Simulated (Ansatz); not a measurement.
# NaCl: band gap against strain

NaCl (rock salt, Fm-3m, 23.095 Å³/atom at rest, cube axes along x, y and z) under an equal strain ε along all three axes. PBE in Ansatz, a plane-wave DFT program (PAW, default set), 420 eV, 10×10×10 Γ-centred mesh, Fermi-Dirac smearing 0.05 eV; ions are relaxed within the symmetry of each cell. Gaps are the smallest over the k-mesh and a band path, without spin-orbit coupling; in all rows the valence edge lies at Γ and the conduction edge at Γ.

Here s stands for strain and Eg for gap.

```csv
strain (%),gap (eV)
-3.00,?
-1.50,5.170
-1.00,5.110
-0.50,5.053
0.00,4.996
0.50,4.941
1.00,4.888
1.50,4.836
```

**Question.** Fit Eg against s with a straight line, and predict the withheld value at s = -3.00.

**Answer.** Means: s 0, Eg 4.9991. About the means, the sum of products is -0.77900 and the sum of squares of s is 7.0000; the slope is their ratio. Least squares gives Eg = 4.9991 - 0.11129·s. Residuals (row less fit): 0.0040, -0.0004, -0.0017, -0.0031, -0.0025, 0.0002, 0.0038; standard error 0.0031 (degrees of freedom: 5). Over these rows the gap moves by -11 ± 0.1 eV per unit strain, or -3.7 eV per unit of ln V. At the withheld row, Eg = 4.9991 - 0.11129 × (-3.0) = 5.3330 eV. The calculation gives 5.358 eV, 0.0250 eV above the prediction (4.8 % of the range of Eg in the table). The row lies outside the fitted rows, so this is an extrapolation. From the scatter of the fitted rows alone, a prediction at this place has a standard error of 0.0049 eV, so the miss is 5.1 times that.

One order more, fitted to all 13 runs of the series, follows each within 0.001, so the miss is the next term of a smooth law. Other structures, which can take over under pressure, weren't tried. Rows are the converged runs of the series near zero and its far end; series whose fitted rows scatter by over a few per cent of the range, as at a crossing or softening among them, aren't shown in this form. Most that stay on the fit to the last digits aren't either.
